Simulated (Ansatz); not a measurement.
Cubic perovskite CsSrF3, treated with r²SCAN+SOC (plane waves, PAW; Ansatz, a first-principles code).

Run with plane-wave cutoff 560 eV, 8×8×8 k mesh, Fermi–Dirac smearing 0.01 eV, PAW data made under PBE.

Results at a series of volumes:

```csv
V (Å³/atom),E − E_lowest (meV/atom),P (GPa)
20.321,12.27,3.22
20.753,5.23,2.02
21.185,1.25,0.95
21.618,0.00,0.00
22.050,1.17,-0.85
22.482,4.49,-1.60
22.915,9.75,-2.28
```

**Question.** What bulk modulus B0 and pressure derivative B′ does a third-order Birch–Murnaghan fit give?

**Answer.** V0 = 21.617 Å³/atom, B0 = 44.9 GPa, B′ = 4.8 (fit to the energies at full precision).

Note: the relaxation could not lower the start's symmetry, so the cell can be a saddle point above a distorted one.

The computed numbers hold no vibrational or temperature effects.
